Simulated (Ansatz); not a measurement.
O on the 1x1 (111) surface of fcc Ni, ferromagnetic, one in a 2x2 cell, energies for each (21.5 Å²). Energies are against ½ O2(g), without zero-point or thermal terms; each row is named by its start.

The numbers are results of PBE (plane waves to 420 eV, PAW; Ansatz, a program for electronic structure), not measurements.

Set-up: 17 atoms, 6.0 Å thick at the start under the adsorbate (thin: gaps and levels are the slab's own); mesh 7x7x1; 0.1 eV smearing; dipole correction on; 8 atoms held, the rest relaxed; each run with such symmetry as its start has; spin-polarised, no spin-orbit, no U, no dispersion correction.

A negative adsorption energy means that the adsorbate is more stable on the surface than in its reference. Heights count from the host atoms within 0.3 Å of the top one.

| starting site | E_ads (eV) | height (Å) | nearest host atom (Å) | bonded to | Δ work function (eV) | lateral drift (Å) | moment (μB) |
|---|---|---|---|---|---|---|---|
| top Ni | -0.41 | 1.73 | Ni 1.66 | Ni | ? | 0.0 | 11.3 |
| hollow Ni-Ni-Ni over Ni at depth 2.0 Å | ? | 1.13 | Ni 1.83 | 3 Ni | ? | 0.0 | 10.3 |
| hollow Ni-Ni-Ni over Ni at depth 4.0 Å | -2.32 | 1.12 | Ni 1.83 | 3 Ni | 0.65 | 0.0 | 10.2 |
| bridge Ni-Ni (span 2.5 Å) | -2.32 | 1.13 | Ni 1.83 | 3 Ni | 0.65 | 0.7 | 10.2 |

**Question.** Some entries are withheld; supply them.

**Answer.** 
- top Ni, Δ work function (eV): 1.52
- hollow Ni-Ni-Ni over Ni at depth 2.0 Å, E_ads (eV): -2.22
- hollow Ni-Ni-Ni over Ni at depth 2.0 Å, Δ work function (eV): 0.63
